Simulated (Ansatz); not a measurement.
Adsorption energy and surface dipole of H on the 1x1 (0001) surface of hcp Os, one in a 2x2 cell, started at the site 'hollow Os-Os-Os over Os at depth 2.1 Å', worked from the runs' numbers; total energies count from the potentials' own zero.

Computed with PBE (plane waves to 420 eV, PAW; Ansatz, a program for electronic structure).

Set-up: 17 atoms, 6.4 Å thick at the start under the adsorbate (thin: gaps and levels are the slab's own); mesh 6x6x1; 0.1 eV smearing; dipole correction on; 8 atoms held, the rest relaxed; held to the start's symmetry, so lower structures may exist; no spin, no spin-orbit, no U, no dispersion correction. At the end it is bonded to 3 Os. In PBE this state lies 0.04 eV over the lowest of the starts that converged ('bridge Os-Os (span 2.8 Å)').

| quantity | value |
|---|---|
| slab with the adsorbate | -182159.188 eV |
| clean slab, same cell and mesh | -182142.823 eV |
| reference, ½ H2(g) | -15.872 eV |
| area of the cell | 26.28 Å² |
| change of the step from the bottom to the top vacuum level | -0.127 eV |

**Question.** What is the adsorption energy against this reference?

**Answer.** E(slab + adsorbate) − E(slab) − E(reference) = -0.49 eV, so in this state the adsorbate is more stable than in the reference, at a coverage of 3.81 a nm².

**Question.** What dipole does adsorption add to the slab along the outward normal (Helmholtz relation, ε₀ = 0.005526 e/(V·Å))?

**Answer.** p = −ε₀·A·ΔV = 0.018 e·Å = 0.09 D; its positive end points to the vacuum, which lowers the vacuum level.
